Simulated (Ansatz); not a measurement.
Partial pair distribution functions of a relaxed model of amorphous Si$_{24}$O$_{48}$Mn, broadened by 0.06 Å; density 2.26 g/cm³. Level of theory: PBE, scalar-relativistic without spin-orbit coupling (plane waves to 420 eV, PAW; Ansatz, an electronic-structure program). In the spin-polarised cell the level spacing at the Fermi energy can part levels of unlike spin.

A CHGNet melt-quench gave the starting glass, which DFT then relaxed. O atoms were pushed apart under 1.9 Å during the dynamics, to hinder bonds among them. The hot cell started wider than the set density and was brought back towards it in steps. It is the lowest in DFT energy of 2 quenches. It is a model cell: composition and starting density were chosen by hand, and all elements were melted together. No dispersion term was used. Its density started from a set value of 2.26 and ended at 2.26 g/cm³. Cooling (nominally 480 K/ps over its main leg) ran many orders faster than in experiment, which tends to leave more defects and strain. Values belong to this one cell and scatter from quench to quench. The volume was held where the preparation left it, at a PBE pressure of -1.2 GPa (tension). Stress components on the final sampling reach 4.4 GPa. Cycles of charging lowered its energy after that relaxation.

```csv
r (Å),g Si-O,g O-Mn,g Si-Si,g O-O
1.40,0.02,0.00,0.00,0.00
1.50,1.61,0.00,0.00,0.00
1.60,13.89,0.00,0.00,0.00
1.70,10.49,0.00,0.00,0.00
1.80,0.81,0.38,0.00,0.00
1.90,0.01,3.01,0.00,0.00
2.00,0.00,1.48,0.00,0.00
2.10,0.00,0.35,0.00,0.00
2.20,0.00,2.44,0.00,0.00
2.30,0.00,2.90,0.00,0.00
2.40,0.00,1.32,0.00,0.15
2.50,0.00,0.06,0.00,1.47
2.60,0.01,0.00,0.01,5.03
2.70,0.06,0.22,0.38,5.33
2.80,0.03,1.45,2.03,2.50
2.90,0.01,0.61,3.35,0.87
3.00,0.14,0.03,3.23,0.41
3.10,0.47,0.57,2.54,0.31
3.20,0.77,1.20,2.54,0.43
3.30,0.84,1.11,1.32,0.63
3.40,0.79,1.11,0.19,0.53
3.50,0.92,2.85,0.00,0.38
3.60,1.07,1.45,0.00,0.66
3.70,1.24,1.06,0.12,0.65
3.80,1.45,1.00,0.28,0.55
3.90,1.45,0.90,0.20,0.76
4.00,1.71,0.98,0.44,0.74
4.10,1.90,1.48,0.44,0.72
4.20,1.86,1.80,0.17,0.74
4.30,1.35,0.69,0.55,0.55
4.40,1.14,1.33,1.24,0.72
4.50,0.74,1.41,1.09,1.08
4.60,0.62,0.64,1.29,1.19
4.70,0.56,0.84,1.21,1.17
4.80,0.76,1.47,1.12,1.22
4.90,0.72,0.83,1.54,1.33
5.00,0.77,0.65,1.69,1.49
5.10,0.74,0.11,1.15,1.45
```

Within 1.92 Å each Si has 3.96 O neighbours on average.
